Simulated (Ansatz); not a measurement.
Amorphous cells of 8 compositions: the gap between the highest filled and lowest empty level at the zone centre, by PBE and by a single point of HSE06 on the same geometry (PBE, scalar-relativistic without spin-orbit coupling (plane waves to 420 eV, PAW; Ansatz, a first-principles code); exact exchange cut at the cells' faces). The networks come from melt-quench runs on the CHGNet potential at compositions and starting densities chosen by hand, with anions pushed apart in the CHGNet dynamics, and DFT then relaxed them. The cells are small and were quenched far faster than real films, so single cells scatter. Defect or tail levels can set these gaps. The rows are the first to finish with both values and no moments.

| cell | PBE gap x (eV) | HSE06 gap y (eV) |
|---|---|---|
| A (Hf18O39Mo, 8.65 g/cm3) | 2.01 | 3.23 |
| B (Hf18O38Sn, 8.84 g/cm3) | 3.17 | 4.72 |
| C (Hf18O39W, 8.63 g/cm3) | 3.24 | 4.62 |
| D (Hf18O39Sc2, 8.79 g/cm3) | 3.59 | withheld |
| E (Hf18O39Lu2, 9.44 g/cm3) | 3.80 | 5.37 |
| F (Hf18O39La2, 8.78 g/cm3) | 3.97 | 5.53 |
| G (Hf18O39Y2, 8.63 g/cm3) | 4.13 | 5.68 |
| H (Hf18O37Na2, 8.64 g/cm3) | 4.20 | 5.77 |

Q: Fit a straight line through the 7 full rows and predict the withheld value for D (Hf18O39Sc2, 8.79 g/cm3).

A: Means: x = 3.503, y = 4.989. Slope = Σ(Δx Δy) / Σ(Δx²) = 4.156 / 3.594 = 1.16; the r.m.s. residual is 0.056. Prediction: 4.989 + 1.16 × (3.59 − 3.503) = 5.09. The run gave 5.13, 0.04 above the line.
